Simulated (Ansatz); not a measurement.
## Several settings converged on a (110) slab of FeIr (cut from a parent of space group no. 166; 12 atoms in the cell)

```
CELL_PARAMETERS angstrom
      5.25585     0.00000     0.00000
     -2.78077     3.76700     0.00000
      0.00000     0.00000    20.75818
ATOMIC_POSITIONS crystal
  Fe 0.00000 0.25000 0.33722
  Fe 0.00000 0.75000 0.40233
  Fe 0.00000 0.25000 0.46744
  Fe 0.00000 0.75000 0.53256
  Fe 0.00000 0.25000 0.59767
  Fe 0.00000 0.75000 0.66278
  Ir 0.50000 0.25000 0.33722
  Ir 0.50000 0.75000 0.40233
  Ir 0.50000 0.25000 0.46744
  Ir 0.50000 0.75000 0.53256
  Ir 0.50000 0.25000 0.59767
  Ir 0.50000 0.75000 0.66278
```
Moments meant for the start (each program seeds them in its own way; μB, in the order of the atoms Fe Fe Fe Fe Fe Fe Ir Ir Ir Ir Ir Ir): 4.0 4.0 4.0 4.0 4.0 4.0 0.0 0.0 0.0 0.0 0.0 0.0.

Base method: PBEsol, default PAW files made with PBE (plane waves; Ansatz, a program for electronic structure).

Base settings: basis.ecutwfc = 420 eV; kpoints.mp_grid.grid = 4 4 1; hamiltonian.xc = pbesol; hamiltonian.pseudopotentials = {kind: paw} (the program's default PAW files); magnetization.spin_polarized = true; scf.occupations.method = gaussian; scf.occupations.width = 0.1 eV.

The count of work is k-points × plane waves × bands × iterations; it is no time. Core times come from one kind of shared machine, to one figure; runs under 30 s give none.

**The vacuum**

The mesh stays at the base's, so the ladder's end is converged at best in this setting alone.

Only quantities that move along the ladder and can be compared are tabulated.

These are the values that this program gave, and no reference: magnetic slabs can end in a higher state.

| vacuum between outermost atoms (Å) | free energy less the last step's (meV/atom) | largest difference of a force vector from the last step's (eV/Å) | count of work / last | core time / last (rough) |
|---|---|---|---|---|
| 3.0 | -160.01 | 1.779 | 0.40 | 0.4 |
| 5.0 | -12.64 | 0.159 | 0.57 | 0.6 |
| 7.0 | -1.00 | 0.011 | 0.37 | 0.3 |
| 10.0 | -0.03 | 0.000 | 0.46 | 0.5 |
| 14.0 | 0.00 | 0.000 | 0.57 | 0.5 |
| 30.0 | 0.00 | 0.000 | 1.0 | 1 |

Smallest vacuum between outermost atoms (Å) that holds the free energy within 0.5 meV/atom of the last step, with all finer ones: 10.0; the step before is off by 1.0 meV/atom.

Smallest vacuum between outermost atoms (Å) that holds the forces within 0.02 eV/Å of the last step, with all finer ones: 7.0, at 0.37 of the last step's count of work and about 0.3 of the last step's time; the step before is off by 0.16 eV/Å.

**The k-point mesh**

Only quantities that move along the ladder and can be compared are tabulated.

These are the values that this program gave, and no reference: magnetic slabs can end in a higher state.

```tsv
kpoints.mp_grid.grid	free energy less the last step's (meV/atom)	largest difference of a force vector from the last step's (eV/Å)	net moment (μB/atom)	count of work / last	core time / last (rough)
2 2 1	-6.27	0.184	1.404	0.10	0.1
3 4 1	-8.82	0.083	1.511	0.16	0.1
4 4 1	1.00	0.122	1.531	0.25	0.2
5 6 1	0.11	0.026	1.511	0.43	0.2
8 9 1	0.00	0.000	1.510	1.0	1
```

Coarsest kpoints.mp_grid.grid that holds the net moment within 0.05 μB/atom of the last step, with all finer ones: 3 4 1, at 0.16 of the last step's count of work and about 0.1 of the last step's time; the step before is off by 0.11 μB/atom.

Coarsest kpoints.mp_grid.grid that holds the free energy within 5 meV/atom of the last step, with all finer ones: 4 4 1, at 0.25 of the last step's count of work and about 0.2 of the last step's time; the step before is off by 8.8 meV/atom.

Coarsest kpoints.mp_grid.grid that holds the forces within 0.02 eV/Å: not settled: the last two steps still differ by 0.026 eV/Å, over half the tolerance, so the ladder does not show it.

**The plane-wave cutoff**

The mesh stays at the base's, so the ladder's end is converged at best in this setting alone.

Only quantities that move along the ladder and can be compared are tabulated.

The magnetic state is not the same in all runs (site moments differ, or a search went on to a lower state), so steps between rows are not convergence errors alone.

These are the values that this program gave, and no reference: magnetic slabs can end in a higher state.

```tsv
basis.ecutwfc	free energy less the last step's (meV/atom)	largest difference of a force vector from the last step's (eV/Å)	net moment (μB/atom)	count of work / last	core time / last (rough)
210 eV	9345.51	1.681	1.753	0.12	0.2
250 eV	2176.55	0.676	1.555	0.15	0.2
295 eV	339.20	0.038	1.539	0.19	0.3
355 eV	17.82	0.011	1.532	0.27	0.3
420 eV	2.82	0.002	1.531	0.35	0.3
505 eV	0.89	0.000	1.531	0.47	0.4
840 eV	0.00	0.000	1.531	1.0	1
```

Coarsest basis.ecutwfc that holds the net moment within 0.05 μB/atom of the last step, with all finer ones: 250 eV, at 0.15 of the last step's count of work and about 0.2 of the last step's time; the step before is off by 0.22 μB/atom.

Coarsest basis.ecutwfc that holds the forces within 0.01 eV/Å of the last step, with all finer ones: 420 eV, at 0.35 of the last step's count of work and about 0.3 of the last step's time; the step before is off by 0.011 eV/Å.

Coarsest basis.ecutwfc that holds the free energy within 2 meV/atom of the last step, with all finer ones: 505 eV, at about 0.4 of the last step's time; the step before is off by 2.8 meV/atom.

On the base run: the starting cell comes from a database of computed structures (which also holds hypothetical and non-ambient phases and stackings), without a prior relaxation at this level. The slab is cut from that crystal, and its faces are unrelaxed. Its lattice was rescaled by up to half a per cent. The magnetic order is the one reached from the typed start; others were not searched systematically. In the base run, forces exceed 1 eV/Å. Without a gap this mesh is coarse (it stands for a supercell whose shortest in-plane vector is 18 Å).

Keys are those of Ansatz 0.2.
